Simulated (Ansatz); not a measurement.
# Effect of pressure 9 GPa on Zr

Base system: Zr in the hcp (Mg type) structure (space group P6_3/mmc, No. 194; a = 3.1842 Å, c = 5.1167 Å).

The change: a hydrostatic pressure of 9 GPa.

Method: PBEsol (Ansatz, an electronic-structure program, PAW, no spin-orbit coupling). Γ-centred 17×17×9 mesh, Fermi–Dirac width 0.05 eV.

| quantity | base | changed | shift |
|---|---|---|---|
| volume per atom | 22.46 Å³ | 20.71 Å³ | -1.75 Å³ |
| lattice parameter a | 3.184 Å | 3.087 Å | -0.097 Å |
| c/a ratio | 1.607 | 1.626 | +0.0195 |
| shortest interatomic distance | 3.150 Å | 3.079 Å | -0.0719 Å |
| enthalpy H = E + PV relative to the base's energy | – | +1.21 eV/atom | – |
| band gap | zero | zero | – |

Final structure:

```
CELL_PARAMETERS angstrom
      3.08680     0.00000     0.00000
     -1.54340     2.67325     0.00000
      0.00000     0.00000     5.02040
ATOMIC_POSITIONS crystal
  Zr 0.66667 0.33333 0.75000
  Zr 0.33333 0.66667 0.25000
```

Load acts through the strain it causes; cell and atoms are relaxed under it. Stability against distortions was not tested. The final runs are not spin-polarised. Measured, Zr leaves this structure (for the ω phase) near 3 GPa (temperature not stated; as listed in C. Cazorla, D. Alfè, M. J. Gillan, Physical Review B (2008)).
